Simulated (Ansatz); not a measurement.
Cl on the 1x1 (111) surface of fcc Ag, one in a 2x1 cell, energies for each (14.9 Å²). Energies are against ½ Cl2(g), without zero-point or thermal terms; each row is named by its start.

These are PBE (plane waves to 420 eV, PAW; Ansatz, a program for electronic structure) values and carry that method's errors.

Slab: 9 atoms, 7.1 Å thick at the start under the adsorbate (thin: gaps and levels are the slab's own); k 6x12x1, smearing 0.1 eV, dipole-corrected; 4 atoms held, the rest relaxed; each run with such symmetry as its start has; no spin, no spin-orbit, no U, no dispersion correction.

A negative adsorption energy means that the adsorbate is more stable on the surface than in its reference. Heights count from the host atoms within 0.3 Å of the top one.

```tsv
starting site	E_ads (eV)	height (Å)	nearest host atom (Å)	bonded to	Δ work function (eV)	lateral drift (Å)
top Ag	-0.64	2.40	Ag 2.42	Ag	…	0.0
hollow Ag-Ag-Ag over Ag at depth 2.4 Å	-0.93	2.00	Ag 2.54	3 Ag	1.75	0.2
hollow Ag-Ag-Ag over Ag at depth 4.7 Å	…	…	Ag 2.53	3 Ag	1.72	0.2
bridge Ag-Ag (span 2.9 Å)	…	2.12	Ag 2.60	2 Ag	1.95	0.0
```

### Question
Complete the blanks.

### Answer

- top Ag, Δ work function (eV): 2.23
- hollow Ag-Ag-Ag over Ag at depth 4.7 Å, E_ads (eV): -0.94
- hollow Ag-Ag-Ag over Ag at depth 4.7 Å, height (Å): 1.99
- bridge Ag-Ag (span 2.9 Å), E_ads (eV): -0.76
